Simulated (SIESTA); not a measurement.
# SIESTA run on CoNiGe (P6_3/mmc, 6 atoms in the cell): self-consistent single point

Method of the run: SIESTA 5.4.2 with GGA PBEsol, numerical atomic orbitals DZP, PseudoDojo PBEsol standard norm-conserving potentials (rewritten from UPF to PSML).

The input file:

```
# files in the folder: Co.psml Ni.psml Ge.psml (PseudoDojo PBEsol standard)
SystemName  CoNiGe
SystemLabel conige

NumberOfAtoms                6
NumberOfSpecies              3
%block ChemicalSpeciesLabel
  1 27 Co
  2 28 Ni
  3 32 Ge
%endblock ChemicalSpeciesLabel
LatticeConstant              1.0 Bohr
%block LatticeVectors
     7.547792909    0.000000000    0.000000000
    -3.773896454    6.536579673    0.000000000
     0.000000000    0.000000000    9.604230672
%endblock LatticeVectors
AtomicCoordinatesFormat      Ang
%block AtomicCoordinatesAndAtomicSpecies
     0.000000000    0.000000000    2.541170000  1
     0.000000000    0.000000000    0.000000000  1
    -0.000001997    2.306007153    3.811755000  2
     1.997061997    1.153001847    1.270585000  2
    -0.000001997    2.306007153    1.270585000  3
     1.997061997    1.153001847    3.811755000  3
%endblock AtomicCoordinatesAndAtomicSpecies

XC.functional                GGA
XC.authors                   PBEsol
PAO.BasisSize                DZP
PAO.EnergyShift              0.01 Ry
MeshCutoff                   400 Ry
%block kgrid.MonkhorstPack
    9   0   0  0.0
    0   9   0  0.0
    0   0   6  0.0
%endblock kgrid.MonkhorstPack
OccupationFunction           FD
ElectronicTemperature        1160.45 K

MaxSCFIterations             150
SCF.Mixer.Method             Pulay
SCF.Mixer.Weight             0.25
SCF.Mixer.History            6
SCF.DM.Tolerance             1.0E-04
Diag.ParallelOverK           true
WriteForces                  true
```

Output (repeated stretches shortened):

```
reinit: Reading from file input.fdf

reinit: System Name: CoNiGe
reinit: System Label: conige

coor:   Atomic-coordinates input format  =     Cartesian coordinates
coor:                                          (in Angstroms)

siesta: Atomic coordinates (Bohr) and species
siesta:      0.00000   0.00000   4.80212  1        1
siesta:      0.00000   0.00000   0.00000  1        2
siesta:     -0.00000   4.35772   7.20317  2        3
siesta:      3.77390   2.17886   2.40106  2        4
siesta:     -0.00000   4.35772   2.40106  3        5
siesta:      3.77390   2.17886   7.20317  3        6

siesta: System type = bulk

initatomlists: Number of atoms, orbitals, and projectors:      6   112   108

siesta: ******************** Simulation parameters ****************************
redata: Spin configuration                          = none
redata: Time-Reversal Symmetry                      = T
redata: Number of Atomic Species                    =        3
redata: Mesh Cutoff                                 =   400.0000 Ry
redata: Net charge of the system                    =     0.0000 |e|
redata: Min. number of SCF Iter                     =        0
redata: Max. number of SCF Iter                     =      150
redata: SCF convergence failure will abort job
redata: SCF mix quantity                            = Hamiltonian
redata: Mix DM or H after convergence               =   F
redata: Recompute H after scf cycle                 =   F
redata: Mix DM in first SCF step                    =   T
redata: No kicks to SCF
redata: DM Mixing Weight for Kicks                  =     0.5000
redata: Require Harris convergence for SCF          =   F
redata: Harris energy tolerance for SCF             =     0.000100 eV
redata: Require DM convergence for SCF              =   T
redata: DM tolerance for SCF                        =     0.000100
redata: Require EDM convergence for SCF             =   F
redata: EDM tolerance for SCF                       =     0.001000 eV
redata: Require H convergence for SCF               =   T
redata: Hamiltonian tolerance for SCF               =     0.001000 eV
redata: Require (free) Energy convergence for SCF   =   F
redata: (free) Energy tolerance for SCF             =     0.000100 eV
redata: Using DFT-D3 dispersion                     =   F
redata: Using Saved Data (generic)                  =   F
redata: Method of Calculation                       = Diagonalization
redata: Electronic Temperature                      =  1160.4500 K
redata: Number of TDED substeps                     =        3
redata: Dynamics option                             = Single-point calculation
redata: Save all siesta data in one NC              =   F
redata: ***********************************************************************

%block SCF.Mixers
  Pulay
%endblock SCF.Mixers

%block SCF.Mixer.Pulay
  # Mixing method
  method pulay
  variant stable

  # Mixing options
  weight 0.2500
  weight.linear 0.2500
  history 6
%endblock SCF.Mixer.Pulay

DM_history_depth set to one: no extrapolation allowed by default for geometry relaxation
Size of DM history Fstack: 1
Total number of electrons:    98.000000
Total ionic charge:    98.000000

* ProcessorY, Blocksize:    1  64

* Orbital distribution balance (max,min):   112   112

k-point displ. along   3 input, could be:     0.00    0.50
 Kpoints in:          270 . Kpoints trimmed:          248

siesta: k-grid: Number of k-points = 248
siesta: k-points from Monkhorst-Pack grid
siesta: k-cutoff (effective) =    15.247 Ang
siesta: k-point supercell and displacements
siesta: k-grid:     9     0     0      0.000
siesta: k-grid:     0     9     0      0.000
siesta: k-grid:     0     0     6      0.000

diag: Algorithm                                     = D&C
diag: Parallel over k                               =   F
diag: Use parallel 2D distribution                  =   F
diag: Parallel block-size                           = 64
diag: Parallel distribution                         =     1 x     1
diag: Used triangular part                          = Lower
diag: Absolute tolerance                            =  0.100E-15
diag: Orthogonalization factor                      =  0.100E-05
diag: Memory factor                                 =  1.0000

superc: Internal auxiliary supercell:     5 x     5 x     5  =     125
superc: Number of atoms, orbitals, and projectors:    750  14000  13500

                        Single-point calculation

superc: Internal auxiliary supercell:     5 x     5 x     5  =     125
superc: Number of atoms, orbitals, and projectors:    750  14000  13500

outcell: Unit cell vectors (Ang):
        3.994120    0.000000    0.000000
       -1.997060    3.459009    0.000000
        0.000000    0.000000    5.082340

outcell: Cell vector modules (Ang)   :    3.994120    3.994120    5.082340
outcell: Cell angles (23,13,12) (deg):     90.0000     90.0000    120.0000
outcell: Cell volume (Ang**3)        :     70.2161
new_DM -- step:     1
Initializing Density Matrix...

Attempting to read DM from file... Failed...
DM filled with atomic data:

InitMesh: MESH = 48 x 48 x 64 = 147456
InitMesh: Mesh cutoff (required, used) =   400.000   438.263 Ry

stepf: Fermi-Dirac step function

        iscf     Eharris(eV)        E_KS(eV)     FreeEng(eV)     dDmax    Ef(eV) dHmax(eV)
   scf:    1   -22209.355070   -22267.376345   -22267.537915  1.950050 -1.806311 21.561538
   scf:    2   -22239.591321   -22276.292853   -22276.483899  0.704432 -3.739797 14.180413
   scf:    3   -22227.467918   -22276.758707   -22276.909573  0.263378 -4.233087 13.834480
   scf:    4   -22286.762105   -22289.995797   -22290.162618  0.155652 -3.877669  2.029203
   scf:    5   -22284.696990   -22288.857679   -22289.026720  0.068999 -3.894694  4.975222
   scf:    6   -22288.376039   -22290.104755   -22290.278399  0.066088 -3.939590  2.101367
   [... 2 lines left out ...]
   scf:    9   -22290.402915   -22290.402782   -22290.573949  0.000850 -3.932190  0.021679
   scf:   10   -22290.402766   -22290.402783   -22290.573976  0.000206 -3.932539  0.003264
   scf:   11   -22290.402699   -22290.402742   -22290.573977  0.000167 -3.932746  0.003188
   scf:   12   -22290.402751   -22290.402747   -22290.573977  0.000035 -3.932746  0.001577
   scf:   13   -22290.402738   -22290.402742   -22290.573977  0.000030 -3.932787  0.000345

SCF Convergence by DM+H criterion
max |DM_out - DM_in|         :     0.0000297050
max |H_out - H_in|      (eV) :     0.0003446632
SCF cycle converged after 13 iterations

Using DM_out to compute the final energy and forces

siesta: E_KS(eV) =           -22290.4027

siesta: E_KS - E_eggbox =    -22290.4027

siesta: Atomic forces (eV/Ang):
     1    0.000000   -0.000000    0.000002
     2    0.000000    0.000000   -0.000002
     3    0.000209   -0.000121   -0.000002
     4   -0.000210    0.000122    0.000002
     5    0.000152   -0.000090   -0.000002
     6   -0.000152    0.000090    0.000003
   Tot   -0.000000    0.000000   -0.000000
   Max    0.000210
   Res    0.000100    sqrt( Sum f_i^2 / 3N )
   Max    0.000210    constrained

Stress tensor Voigt[x,y,z,yz,xz,xy] (kbar):       65.90       66.21       54.12        0.00       -0.00        0.27
(Free)E + p*V (eV/cell)   -22293.2945
Target enthalpy (eV/cell)   -22290.5740

siesta: Program's energy decomposition (eV):
siesta: Ebs     =     -3267.845996
siesta: Eions   =     26625.355850
siesta: Ena     =      1462.235699
siesta: Ekin    =     11680.600270
siesta: Enl     =     -5070.727558
siesta: Eso     =         0.000000
siesta: Edftu   =         0.000000
siesta: DEna    =       112.968187
siesta: DUscf   =         2.600720
siesta: DUext   =         0.000000
siesta: Ex      =     -3641.233395
siesta: Ec      =      -211.490815
siesta: Exc     =     -3852.724209
siesta: Eharris =    -22290.402738
siesta: Etot    =    -22290.402742
siesta: FreeEng =    -22290.573977

siesta: Stress tensor (static) (eV/Ang**3):
siesta:     0.041132    0.000167   -0.000000
siesta:     0.000167    0.041325    0.000000
siesta:    -0.000000    0.000000    0.033778

siesta: Cell volume =         70.216070 Ang**3

siesta: Pressure (static):
siesta:                Solid            Molecule  Units
siesta:          -0.00042199         -0.00042194  Ry/Bohr**3
siesta:          -0.03874493         -0.03874039  eV/Ang**3
siesta:         -62.07622925        -62.06894025  kBar
```

The run converged in 13 iterations.

The starting cell comes from a database of computed structures (which also holds hypothetical and non-ambient phases and stackings), without a prior relaxation at this level. Spin polarisation is off. Values carry the incompleteness of an atom-centred basis. With a pressure of about -6 GPa the cell is away from its equilibrium volume at this level.

Cost on one core of a shared machine: roughly 80 s.
